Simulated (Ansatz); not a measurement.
The starting structures come from a database of crystals and need not be the phases stable at ambient conditions.

 Where the default PAW files enter, the runs use the earlier of Ansatz's two default sets.

The decay constant κ of evanescent states in the gap governs leakage through a thin film.

Given:

```xyz
8
Lattice="5.3738 0.0000 0.0000 0.8382 7.2491 0.0000 -2.2678 3.6245 2.4685" Properties=species:S:1:pos:R:3 pbc="T T T"
Zn     0.4191     3.6245     0.0000
Pd     0.0000     0.0000     0.0000
F      1.8182     7.7971     1.5626
F      2.1261     3.0766     0.9059
F      3.3243     5.3900     1.7350
F      0.6200     5.4836     0.7335
F     -0.6140     3.0956     1.6393
F      4.5583     7.7781     0.8291
```

Space group of this cell: R-3. The cell is taken as given.

Transport runs along the normal of the first two printed cell vectors, the (110) plane of the conventional cell.

The gap is the functional's own, uncorrected, and κ follows it; spin-orbit coupling is left out. Mid-gap values are interpolated between the computed energies.

**Question.** Give the band gap and the smallest decay constant κ at mid-gap that r2SCAN in Ansatz (a program for electronic structure) yields.

**Answer.** Gap 2.15 eV on a 12×12×12 mesh; κ = 0.490 1/Å, at (0.167, 0.250) of the in-plane reciprocal vectors. At the zone centre, at the nearest computed energy, the slowest state has κ = 0.53 1/Å.
